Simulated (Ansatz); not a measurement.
Reference: AlP (F-43m), PBEsol, rigid bands (plane waves, PAW, scalar-relativistic; Ansatz, a first-principles code); axes and stresses refer to this cell.

```xyz
2
Lattice="0.0000 2.7353 2.7353 2.7353 0.0000 2.7353 2.7353 2.7353 0.0000" Properties=species:S:1:pos:R:3 pbc="T T T"
Al     0.0000     0.0000     0.0000
P      4.1030     4.1030     4.1030
```

- band gap: 1.45 eV
- hole conductivity mass: 0.60 mₑ
- electron conductivity mass: 0.33 mₑ

Question: Change: hydrostatic pressure -2 GPa. What happens to band gap, hole conductivity mass, electron conductivity mass?

Answer: band gap rises to 1.50 eV; hole conductivity mass moves little, to 0.61 mₑ; electron conductivity mass moves little, to 0.34 mₑ.

Question: Change: hydrostatic pressure 15 GPa. What happens to band gap, hole conductivity mass, electron conductivity mass?

Answer: band gap drops to 1.17 eV; hole conductivity mass drops to 0.57 mₑ; electron conductivity mass falls to 0.30 mₑ.

Masses are for dilute carriers at 300 K, harmonic means over directions unless an axis is named. Spin-orbit coupling is left out unless a row names it. Stresses and pressures are the targets of the relaxation.  The structure type is held under load, also where the real crystal would transform.
